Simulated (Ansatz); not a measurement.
## What Si → In does to NbSi2

Take NbSi2 (space group P6_422, No. 181; a = 4.7675 Å, c = 6.5759 Å) as the base.

Modification: In takes the place of Si on all its sites, then cell and atoms are relaxed.

Calculations: Ansatz (a first-principles code), PBEsol, PAW, cutoff 420 eV, no SOC. Γ-centred 10×10×7 mesh, Fermi–Dirac width 0.05 eV, for the changed cell.

The volume per atom grows by 6.09 Å³, from 14.38 Å³ to 20.47 Å³ and the lattice parameter a increases by 0.596 Å, from 4.768 Å to 5.364 Å. The c/a ratio stays 1.379 and the shortest interatomic distance rises by 0.333 Å (2.558 Å → 2.891 Å). The band gap is still zero.

Final structure:

```
CELL_PARAMETERS angstrom
      5.36383     0.00000     0.00000
     -2.68192     4.64522     0.00000
      0.00000     0.00000     7.39544
ATOMIC_POSITIONS crystal
  Nb 0.50000 0.50000 0.66667
  Nb 0.00000 0.50000 0.33333
  Nb 0.50000 0.00000 0.00000
  In 0.64985 0.82493 0.33333
  In 0.82493 0.64985 0.00000
  In 0.17507 0.82493 0.66667
  In 0.35015 0.17507 0.33333
  In 0.17507 0.35015 0.00000
  In 0.82493 0.17507 0.66667
```

No phonon test of stability was made. As relaxed here, NbIn2 is a hypothetical phase, not in the database extracts checked. The final runs are not spin-polarised. An odd electron count without spin: NbIn2 and NbSi2. NbIn2 has a high density of states at the Fermi level and may be magnetic at this level.
